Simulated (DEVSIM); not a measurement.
System: Al/SiO2/n-Ge capacitor, at 300 K.

Layer 1 from the left is SiO2, thickness (nm) 27.0. Layer 2 from the left is Ge, thickness (nm) 8400, Nd (cm⁻³) 5e15.

Metal gate on the left, work function 4.1 eV. Fixed charge at the semiconductor interface -3.8e11 cm⁻² (in units of +e); no interface traps.

The device is made up for the run: typed textbook-type constants, with dimensions and the other settings drawn at random. Values at 300 K.

SiO2: gap (eV) 9, affinity (eV) 0.9, permittivity 3.9. Ge: gap (eV) 0.664, affinity (eV) 4, permittivity 16, Nc (cm⁻³) 1.04e19, Nv (cm⁻³) 6e18.

Simulated with DEVSIM: 1D Poisson equation in equilibrium, Boltzmann statistics, complete ionisation; no quantum confinement or tunnelling. Metal contacts follow the ideal Schottky-Mott rule: no Fermi-level pinning, no interface dipoles.

Q: What does the simulation give for the flat-band voltage?

A: flat-band voltage 0.38 V.
